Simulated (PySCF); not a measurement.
PySCF 2.14.0, MP2 (frozen core)/cc-pvdz: O=S(=O)(c1ccco1)c1ccc[se]1, 19 atoms. The geometry is a generated start, not checked to be a minimum at this level.

```yaml
task: mp2
basis: cc-pvdz
two_electron_scheme: exact four-centre integrals
frozen_core: true
mf.init_guess: minao (default)
mf.DIIS: CDIIS (default)
mf.diis_space: 8 (default)
mf.conv_tol: 1e-09 (default)
basis functions (reference run): 229
```

On 4 threads, 1 BLAS thread. Build: conda-forge: OpenMP (GNU), OpenBLAS with its own threads, libcint, Libxc. One run each, on a shared machine, so no times are given.

Values of mol.max_memory tried: 8000 MB, 4000 MB, 2000 MB, 1000 MB, 500 MB, 300 MB, 200 MB.

Question: How low can the memory setting go, and what changes on the way?

Answer: It runs down to 200 MB, the lowest tried, with the same result. At 8000 MB: SCF integrals in memory, transformation in memory. From 4000 MB down: SCF integrals in memory, transformation through a file. From 2000 MB down: direct SCF, transformation through a file.

```
mol.max_memory                                                    path  peak memory
--------------  ------------------------------------------------------  -----------
8000 MB              SCF integrals in memory, transformation in memory      4.0 GiB
4000 MB         SCF integrals in memory, transformation through a file      4.4 GiB
2000 MB                      direct SCF, transformation through a file      1.8 GiB
1000 MB                      direct SCF, transformation through a file      1.8 GiB
500 MB                       direct SCF, transformation through a file      1.8 GiB
300 MB                       direct SCF, transformation through a file      1.8 GiB
200 MB                       direct SCF, transformation through a file      1.8 GiB
```

Peak memory is the kernel's count for the largest process, libraries included and scratch files not. The peak passes the setting at 4000 MB, 1000 MB, 500 MB, 300 MB, 200 MB: it is no hard cap. MP2's transformation through a file may take 2000 MB even at lower settings.
